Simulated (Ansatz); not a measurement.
# Pressure series in RuSb2

Consider RuSb$_{2}$ (space group Pnnm, No. 58; a = 5.957 Å, b = 6.663 Å, c = 3.176 Å).

Cell and atoms are relaxed at each pressure.

The values are results of PBEsol (Ansatz, a quantum-chemistry and plane-wave program, PAW, without spin-orbit coupling), not measurements.

Notes on the quantities. enthalpy: H = E + PV relative to the base's energy.

| variant | density | enthalpy | shortest interatomic distance |
|---|---|---|---|
| base | 9.08 g/cm³ | – | 4.945 bohr |
| pressure 0.3 GPa | 9.10 g/cm³ | +0.04 eV/atom | 4.942 bohr |
| pressure 0.7 GPa | 9.13 g/cm³ | +0.09 eV/atom | 4.937 bohr |
| pressure 1.5 GPa | 9.18 g/cm³ | +0.20 eV/atom | 4.927 bohr |

Load acts through the strain it causes; cell and atoms are relaxed under it. No phonon test of stability was made. All final runs are without spin polarisation.
